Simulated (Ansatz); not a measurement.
The reference is MoS$_{2}$ in the 3R-MoS2 type structure (space group R3m, No. 160; a = 3.116 Å, c = 17.356 Å (hexagonal axes); layered, stacked along the Cartesian z axis).

One thing is altered: a free-standing slab of 3 layers (9 atoms, 3 a layer) is cut normal to the stacking axis, with 15 Å of vacuum and the in-plane cell relaxed.

Levels (all Ansatz, a quantum-chemistry and plane-wave program, PAW): PBEsol-D3(BJ) (420 eV, without spin-orbit coupling); r2SCAN (500 eV, no spin-orbit coupling); HSE06 (420 eV, no spin-orbit coupling).

One geometry, relaxed with PBEsol-D3(BJ), under each level:

```json
[
 {"level": "PBEsol-D3(BJ)", "band gap": "0.74 eV", "lowest conduction level above the VBM at special points": "K 0.92 eV; M 1.51 eV; Γ 1.91 eV"},
 {"level": "r2SCAN", "band gap": "0.91 eV", "lowest conduction level above the VBM at special points": "K 1.02 eV; M 1.63 eV; Γ 2.06 eV"},
 {"level": "HSE06", "band gap": "1.33 eV", "lowest conduction level above the VBM at special points": "K 1.41 eV; M 2.16 eV; Γ 2.62 eV"}
]
```

Single points use the geometry relaxed with PBEsol-D3(BJ). The hybrid gap comes from the SCF mesh plus the semilocal run's edge points and a few special points and is an upper bound. Whether these cells are dynamically stable was not tested. Labels are those of the standard path for the cell's own space group.
